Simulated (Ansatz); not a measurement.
AlO3 (C2), PBEsol, rigid bands run with Ansatz (a first-principles code): N_v = 2.39e20 cm⁻³ at 300 K and a hole conductivity mass of 10.8 mₑ along z (a = (7.44, -1.85, 0.01) Å; b = (7.44, 1.85, 0.01) Å; c = (-0.56, 0.00, 2.88) Å).

Task: For 1e16 holes per cm³ at 300 K, place the Fermi level, estimate the Seebeck coefficient of a parabolic band with constant τ, and give mobility and conductivity for τ = 20 fs.

Result: The level lies k_BT ln(N_v/p) = 0.261 eV above the valence-band maximum. S ≈ +(k_B/e)[ln(N_v/p) + 5/2] = 1084 μV/K, against 1088 μV/K from the full bands (mean over directions). μ = eτ/m = 3.26 cm²/(V·s) and σ = peμ = 0.00522 S/cm. τ is assumed, not computed.

Band transport and this doping are assumed; polarons and phonon drag are left out. Spin-orbit coupling is left out; where it splits the top of the valence band, N_v and the p-type Seebeck coefficient come out somewhat high without it.

Computed structure with no diffraction record at hand here (it may be known, metastable or hypothetical): AlO3 (C2).
